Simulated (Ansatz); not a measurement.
SnSe (model structure, started from the zincblende type, F-43m, No. 216, 2 atoms in the cell), treated with HSE06 (plane waves, PAW; Ansatz, a quantum-chemistry and plane-wave program).

Run with plane-wave cutoff 460 eV, 8×8×8 k mesh, Fermi–Dirac smearing 0.05 eV, scalar-relativistic PAW data made under PBE.

Cell (relaxed with PBEsol):

```cif
data_Se4Sn4
_chemical_formula_sum 'Se4 Sn4'
_space_group_name_H-M_alt 'F-43m'
_space_group_IT_number 216
_space_group_name_Hall 'F -4 2 3'
_cell_length_a 6.65509
_cell_length_b 6.65509
_cell_length_c 6.65509
_cell_angle_alpha 90.000
_cell_angle_beta 90.000
_cell_angle_gamma 90.000
loop_
_atom_site_label
_atom_site_type_symbol
_atom_site_symmetry_multiplicity
_atom_site_Wyckoff_symbol
_atom_site_fract_x
_atom_site_fract_y
_atom_site_fract_z
_atom_site_occupancy
Se1 Se 4 c 0.25000 0.25000 0.25000 1
Sn1 Sn 4 a 0.00000 0.00000 0.00000 1
```
(The calculation used a cell of 2 atoms; values per cell refer to that cell.)

Question: Give the computed band gap, smallest direct gap on the k points sampled and direct gap at Γ.

Answer: 
- band gap: 0.17 eV (on the SCF k mesh)
- smallest direct gap on the k points sampled: 0.98 eV
- direct gap at Γ: 4.67 eV

Note: PBE has no gap here, and a hybrid on a coarse mesh can open a false one; the relaxation could raise the start's symmetry but not lower it, so the cell can be a saddle point; cell and atoms aren't relaxed at this level (pressure 1.4 GPa).

Spin–orbit coupling is not included.

Computed values are for the static lattice.

The result took around 4 core-minutes (rough).

A model structure was made by putting elements into a prototype or built by hand; it is no filed structure, need not be a known phase, and can be a saddle point held by its symmetry.
